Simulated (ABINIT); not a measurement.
## Equation of state of fcc Cu (space group 225): energy against volume (ABINIT, PBE)

```
Cu
1.0
    0.00000     1.77290     1.77290
    1.77290     0.00000     1.77290
    1.77290     1.77290     0.00000
Cu
1
Direct
  0.00000   0.00000   0.00000
```

Method of the run: PBE, norm-conserving pseudopotentials (PseudoDojo nc-sr-05 PBE standard) (plane waves; ABINIT 10.0.3). Settings: pseudos = [Cu.upf]; ecut = 60 Ha; occopt = 3; tsmear = 0.05 eV; ngkpt = 28 28 28; nshiftk = 1; shiftk = 0 0 0; potentials = PseudoDojo nc-sr-05 PBE standard; nband = 15; kptopt = 1; nstep = 50; toldfe = 1e-09 Ha. The cell above is the first row's. The rows scale it uniformly. In all rows the k mesh is held. E is the free energy at the stated smearing, counted from the lowest row.

```
V (Å^3/atom)  E (meV/atom)
------------  ------------
11.1452                  ?
11.3874              12.18
11.6297               3.51
11.8720               0.00
12.1143               1.06
12.3566               6.16
12.5989              14.80
12.8412              26.60
```

**Question.** Using the third-order Birch-Murnaghan form, a cubic in V^(-2/3), estimate the missing E at V = 11.1452 from the other rows, showing the fit.

**Answer.** With u = V^(-2/3) - 0.190, the rows have u = 0.007568, 0.004814, 0.002155, -0.000416, -0.002903, -0.005309, -0.007640. Least squares gives E = 0.598 - 979.99·u + 324485·u² + 956005·u³. Residuals (row less fit): -0.001, 0.003, -0.003, -0.002, 0.006, -0.003, 0.001; standard error 0.005 (degrees of freedom: 3). Its minimum lies at u = 0.001500, so V0 = (0.191500)^(-3/2) = 11.93. There d²E/du² = 657600 and d³E/du³ = 5736000, so B0 = (4/9) × 11.93^(-7/3) × 657600 × 0.160218 = 144 GPa (the last factor turns the table's units into GPa), and B0' = 4 + (2/3) × 0.191500 × (5736000)/657600 = 5.1. The program's pressures in the fitted runs (not shown) pass through zero at V = 11.93, 0.00 % from this V0. At the withheld row, u = 0.010420, so E = 0.598 - 979.99 × 0.010420 + 324485 × 0.010420² + 956005 × 0.010420³ = 26.700 meV/atom. The calculation gives 26.69 meV/atom, 0.010 meV/atom below the prediction (under 0.05 % of the range of E in the table). The row lies outside the fitted rows, so this is an extrapolation. From the scatter of the fitted rows alone, a prediction at this place has a standard error of 0.016 meV/atom, so the miss is 0.6 times that.

Carrying the step between the two nearest rows on in a straight line would have given 20.85, off by 5.84; series whose last step already gives the withheld value aren't shown. The scan was laid around a cell of about the measured size, scaled by a guess for this functional. Spin polarisation is off. 1 of the planned runs didn't end soundly and are left out. Cutoffs and mesh are single choices, not tested for convergence of this quantity. Series with a scatter that would blur these digits, or in which a gap closes, are not shown. Nor are scans whose minimum lies at an end fitted in this form.
